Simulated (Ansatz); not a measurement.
Take Ru in the hcp (Mg type) structure (space group P6_3/mmc, No. 194; a = 2.7219 Å, c = 4.2940 Å; relaxed with 0.1 eV smearing) as the base. Axes: x lies along a and z along c of the hexagonal cell.

Calculations: DFT with PBE, PAW potentials and a 420 eV plane-wave cutoff in Ansatz (an electronic-structure program), no SOC.

Strains are applied to the cell and any free atomic positions relax.

One change was made to it. Results:

The pressure (mean of the normal stresses, compression positive) goes from zero to -6.0 GPa; the energy grows by 10 meV/atom.

Question: Name the change that was made.
(A) uniaxial strain ε_zz = −1.50 %
(B) uniaxial strain ε_zz = +2.00 %
(C) uniaxial strain ε_zz = +1.00 %
(D) uniaxial strain ε_zz = −3.00 %

Answer: B, uniaxial strain ε_zz = +2.00 %. For comparison, the energy relative to the base in the other runs: uniaxial strain ε_zz = +1.00 % gives +2.7 meV/atom; uniaxial strain ε_zz = −1.50 % gives +6.4 meV/atom; uniaxial strain ε_zz = −3.00 % gives +26 meV/atom.

Stability against distortions was not tested. The final runs are not spin-polarised.
